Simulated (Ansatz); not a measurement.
The parent structure is SnSe in the GeS type structure (space group Pnma, No. 62; a = 11.536 Å, b = 4.121 Å, c = 4.578 Å; layered, stacked along the Cartesian x axis).

Computed with DFT with r2SCAN+rVV10, PAW potentials and a 500 eV plane-wave cutoff in Ansatz (a program for electronic structure), no spin-orbit coupling.

For the base:

The pressure is 0.00 GPa.

Modification: the cell is scaled by 0.9806 in all directions, atoms relaxed at fixed cell.

Q: Estimate the effect on the pressure.

A: The pressure (mean of the normal stresses, compression positive) goes from zero to 2.27 GPa.

Q: Estimate the effect on the energy relative to the base.

A: The energy grows by 10 meV/atom.

The cells carry an imposed strain or load. No phonon test of stability was made.
